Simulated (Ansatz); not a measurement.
The parent structure is SiC (space group P6_3mc, No. 186).

```cif
data_C4Si4
_chemical_formula_sum 'Si4 C4'
_space_group_name_H-M_alt 'P 1'
_space_group_IT_number 1
_cell_length_a 3.05845
_cell_length_b 3.05845
_cell_length_c 10.01200
_cell_angle_alpha 90.000
_cell_angle_beta 90.000
_cell_angle_gamma 120.000
loop_
_space_group_symop_operation_xyz
  'x, y, z'
loop_
_atom_site_label
_atom_site_type_symbol
_atom_site_fract_x
_atom_site_fract_y
_atom_site_fract_z
_atom_site_occupancy
Si1 Si 0.00000 0.00000 0.50031 1
Si2 Si 0.00000 0.00000 0.00031 1
Si3 Si 0.33333 0.66667 0.25025 1
Si4 Si 0.66667 0.33333 0.75025 1
C1 C 0.00000 0.00000 0.31286 1
C2 C 0.00000 0.00000 0.81286 1
C3 C 0.33333 0.66667 0.06221 1
C4 C 0.66667 0.33333 0.56221 1
```

All numbers come from LDA (Ansatz, a quantum-chemistry and plane-wave program, PAW, scalar-relativistic without spin-orbit coupling).

Base values:

Valence-band top at Γ: 0.00, 0.00, -0.05 eV
Pressure: 0.00 GPa

Modification: an isotropic linear strain of −2.25 %, atoms relaxed at fixed cell.

**Question.** Predict the new mean gap deformation potential ΔEg/Δln V.

**Answer.** The mean gap deformation potential ΔEg/Δln V is -0.2 eV.

**Question.** Estimate the effect on the valence-band top at Γ.

**Answer.** The valence-band top at Γ (three highest levels, from the VBM) changes from 0.00, 0.00, -0.05 eV to 0.00, 0.00, -0.06 eV.

**Question.** Estimate the effect on the pressure.

**Answer.** The pressure (mean of the normal stresses, compression positive) goes from zero to 17.91 GPa.

No phonon test of stability was made.
